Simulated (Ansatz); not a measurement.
## HfB2, response to strain

Consider HfB₂ (space group P6/mmm, No. 191; a = 3.128 Å, c = 3.446 Å; relaxed with 0.1 eV smearing). Axes: x lies along a and z along c of the hexagonal cell.

Strains are applied to the cell and any free atomic positions relax.

The values are results of DFT with PBEsol, PAW potentials and a 420 eV plane-wave cutoff in Ansatz (an electronic-structure program), scalar-relativistic without spin-orbit coupling, not measurements.

Notes on the quantities. pressure: mean of the normal stresses, compression positive; energy relative to the base: free energy F.

```json
[
 {"change": "base", "pressure": "0.0 GPa", "energy relative to the base": "0 meV/atom", "volume per atom": "9.73 Å³"},
 {"change": "uniaxial strain ε_zz = −3.00 %", "pressure": "8.0 GPa", "energy relative to the base": "+13 meV/atom", "volume per atom": "9.44 Å³"},
 {"change": "uniaxial strain ε_zz = −2.00 %", "pressure": "5.1 GPa", "energy relative to the base": "+5.9 meV/atom", "volume per atom": "9.54 Å³"},
 {"change": "uniaxial strain ε_zz = −1.00 %", "pressure": "2.5 GPa", "energy relative to the base": "+1.4 meV/atom", "volume per atom": "9.63 Å³"},
 {"change": "uniaxial strain ε_zz = −0.50 %", "pressure": "1.2 GPa", "energy relative to the base": "+0.4 meV/atom", "volume per atom": "9.68 Å³"},
 {"change": "uniaxial strain ε_zz = +0.50 %", "pressure": "-1.2 GPa", "energy relative to the base": "+0.4 meV/atom", "volume per atom": "9.78 Å³"},
 {"change": "uniaxial strain ε_zz = +1.00 %", "pressure": "-2.3 GPa", "energy relative to the base": "+1.4 meV/atom", "volume per atom": "9.83 Å³"},
 {"change": "uniaxial strain ε_zz = +1.50 %", "pressure": "-3.5 GPa", "energy relative to the base": "+3.1 meV/atom", "volume per atom": "9.88 Å³"},
 {"change": "uniaxial strain ε_zz = +2.50 %", "pressure": "-5.6 GPa", "energy relative to the base": "+8.5 meV/atom", "volume per atom": "9.98 Å³"},
 {"change": "uniaxial strain ε_zz = +3.00 %", "pressure": "-6.6 GPa", "energy relative to the base": "+12 meV/atom", "volume per atom": "10.02 Å³"}
]
```

Stability against distortions was not tested. All final runs are without spin polarisation.
